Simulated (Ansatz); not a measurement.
# Response to strain in Au

Start from Au in the fcc (Cu type) structure (space group Fm-3m, No. 225; relaxed with 0.1 eV smearing).

```xyz
1
Lattice="0.0000 2.0415 2.0415 2.0415 0.0000 2.0415 2.0415 2.0415 0.0000" Properties=species:S:1:pos:R:3 pbc="T T T"
Au     0.0000     0.0000     0.0000
```

Cartesian axes are those of the cell as printed.

Strains are applied to the cell and any free atomic positions relax.

Level of theory: PBEsol (Ansatz, an electronic-structure program; PAW; 420 eV plane waves; no spin-orbit coupling).

Notes on the quantities. energy relative to the base: free energy F; pressure: mean of the normal stresses, compression positive.

```csv
variant,energy relative to the base,pressure,volume per atom
base,0 meV/atom,0.0 GPa,17.02 Å³
uniaxial strain ε_zz = −2.00 %,(withheld),(withheld),16.68 Å³
uniaxial strain ε_zz = −1.50 %,+2.4 meV/atom,2.8 GPa,16.76 Å³
uniaxial strain ε_zz = −1.00 %,+1.1 meV/atom,1.8 GPa,16.85 Å³
uniaxial strain ε_zz = +0.50 %,+0.3 meV/atom,-0.9 GPa,17.10 Å³
uniaxial strain ε_zz = +1.00 %,+1.0 meV/atom,-1.7 GPa,17.19 Å³
uniaxial strain ε_zz = +1.50 %,+2.3 meV/atom,-2.5 GPa,17.27 Å³
uniaxial strain ε_zz = +2.00 %,+4.0 meV/atom,-3.3 GPa,17.36 Å³
uniaxial strain ε_zz = +2.50 %,+6.1 meV/atom,-4.0 GPa,17.44 Å³
uniaxial strain ε_zz = +3.00 %,+8.7 meV/atom,-4.7 GPa,17.53 Å³
```

### Question
What belongs in the blanks?

### Answer

- uniaxial strain ε_zz = −2.00 %, energy relative to the base: +4.3 meV/atom
- uniaxial strain ε_zz = −2.00 %, pressure: 3.8 GPa

No phonon test of stability was made.
